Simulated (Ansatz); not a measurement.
Model glasses of amorphous Si3N4, 72 to 78 atoms (Si30N40 before any change). Each row is one cell at a composition chosen by hand, melted whole on the CHGNet potential with the anions pushed apart under 1.9 Å, quenched within some picoseconds, far faster than a real film, and relaxed with PBE, scalar-relativistic without spin-orbit coupling (plane waves to 420 eV, PAW; Ansatz, a program for electronic structure). Each is the lower in DFT energy of 2 quenches. Cycles of charging and discharging were tried on the cells ahead of these points, and a cell that came back lower was taken. The column on the box says what of it was relaxed with the atoms; held means as the quench left it. Cells that kept moments or hold spare charge are left out.

At the relaxed places, the spacing of the highest filled and the lowest empty level was computed at the zone centre with PBE and with HSE06, without spin polarisation, or with spin where the moments then died out. A level counts as spread where PBE shares it among more than a fifth of the atoms; else the element of the atom with the largest weight is named. Formal charges balance in every cell (each cation at its usual highest valence, Cu and Ag at +1, Sb at +3, H at +1, O at −2, N at −3, F and Cl at −1). Exact exchange is cut at the faces of these small cells, which leaves the hybrid a finite-size error. Where a level is localised, the spacing isn't the band gap.

| cell | change | box | highest filled on | lowest empty on | spacing, PBE (eV) | spacing, HSE06 (eV) |
|---|---|---|---|---|---|---|
| Si30N44Ti3 | +4 N, +3 Ti | shape | spread | Ti | 1.73 | 3.04 |
| Si30N44Ge3 | +3 Ge, +4 N | shape | N | Si | 2.00 | 3.14 |
| Si30N45P3 | +5 N, +3 P | shape | N | Si | 2.04 | 3.33 |
| Si30N44Hf3 | +3 Hf, +4 N | shape | N | Hf | 2.30 | 3.59 |
| Si30N41B | +1 B, +1 N | shape | N | spread | 2.32 | 3.68 |
| Si30N44Zr3 | +4 N, +3 Zr | volume and shape | N | Zr | 2.41 | 3.68 |
| Si30N41Lu | +1 Lu, +1 N | volume and shape | N | spread | 2.44 | 3.71 |
| Si30N41Al | +1 Al, +1 N | shape | N | spread | 2.58 | withheld |
| Si30N41Ga | +1 Ga, +1 N | shape | N | spread | 2.72 | 4.07 |

### Question
Fit a straight line of the last column on the one before it through the 8 full rows, and predict the withheld value for Si30N41Al.

### Answer
Means: x = 2.245, y = 3.530. Slope = Σ(Δx Δy) / Σ(Δx²) = 0.7198 / 0.6668 = 1.079; intercept = 3.530 − (1.079) × 2.245 = 1.108 eV; r.m.s. residual 0.059 eV. Prediction: 1.108 + (1.079) × 2.58 = 3.89 eV. The run gave 3.91 eV, a miss of 0.02 eV, within the residual.

In Si30N44Ge3, Si30N45P3 the spacing lies under 0.8 of the table's widest and a localised level on an atom of the host, not next to a guest, bounds it: there a defect of the quenched network is a likely cause.
